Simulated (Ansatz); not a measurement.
Consider Si-vacancy pair (Si on one host Cu site, one Cu site vacant) in fcc Cu, neutral cell. These are PBE, PAW (plane waves to 420 eV; Ansatz, a first-principles code) values and carry that method's errors.

32-site cell at the relaxed PBE lattice, a 3×3×3 k-point mesh shifted by half a step, smearing 0.10 eV, spin-restricted, no finite-size correction. Energies are static. Forms of the defect that were not tried may lie lower. The order of the sites in energy changes with the mesh.

Barriers: single points on a 5×5×5 k-point mesh shifted by half a step at the bands' geometries.

The step: one Cu atom jumps into the vacancy from a nearby Cu site (Si-vacancy distance between ideal sites 2.57 Å throughout); the atom moves 2.45 Å along (-0.48, 0.48, 0.00) of the unit cell; the moving atom starts with neighbours Cu at 2.51, Cu at 2.53, 2 Cu at 2.54, 2 Cu at 2.58, 2 Cu at 2.59, Cu at 2.60, Cu at 2.62; Si at 2.52 Å and ends with Cu at 2.51, Cu at 2.53, 2 Cu at 2.55, 2 Cu at 2.58, 2 Cu at 2.59, Cu at 2.60, Cu at 2.62; Si at 2.52 Å.

Problem. What migration barrier of this step does PBE, PAW give?

Solution. 14.5 kcal/mol, the same both ways. At the saddle the moving atom has neighbours 2 Cu at 2.37, Cu at 2.40, 2 Cu at 2.74, 2 Cu at 2.85; Si at 2.32 Å. The saddle point's order was not checked, and it lies on a symmetry element of the cell, where a band can be held.
